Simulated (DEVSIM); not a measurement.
System: abrupt Si n-p junction, at 300 K.

Layer 1 from the left is Si, thickness (μm) 4.60, Nd (cm⁻³) 1e17, τn (s) 0.00084, τp (s) 0.00084. Layer 2 from the left is Si, thickness (μm) 1.10, Na (cm⁻³) 4.8e15, τn (s) 0.00084, τp (s) 0.00084.

Left contact: ohmic. Right contact: ohmic. Voltage is applied to the left contact. Recombination: SRH at mid-gap, radiative. Mobility is constant in doping.

This is a model device: material constants are rounded textbook-type values typed into the input, and sizes, dopings and lifetimes were drawn at random. Values at 300 K.

Si: gap (eV) 1.124, affinity (eV) 4.05, permittivity 11.7, Nc (cm⁻³) 2.86e19, Nv (cm⁻³) 3.1e19, μn (cm²/Vs) 1417, μp (cm²/Vs) 470, B (cm³/s) 4.7e-15.

Simulated with DEVSIM: 1D drift-diffusion, Boltzmann statistics, complete ionisation; no tunnelling, impact ionisation, image-force lowering or self-heating.

Task: What does the simulation give for the potential step across the device at zero bias, the dark forward voltage at 1 A/cm², the largest field in the device at zero bias, the dark forward voltage at 100 A/cm²?

Result: potential step across the device at zero bias 0.751 V; dark forward voltage at 1 A/cm² 0.524 V; largest field in the device at zero bias 33000 V/cm; dark forward voltage at 100 A/cm² 0.652 V.
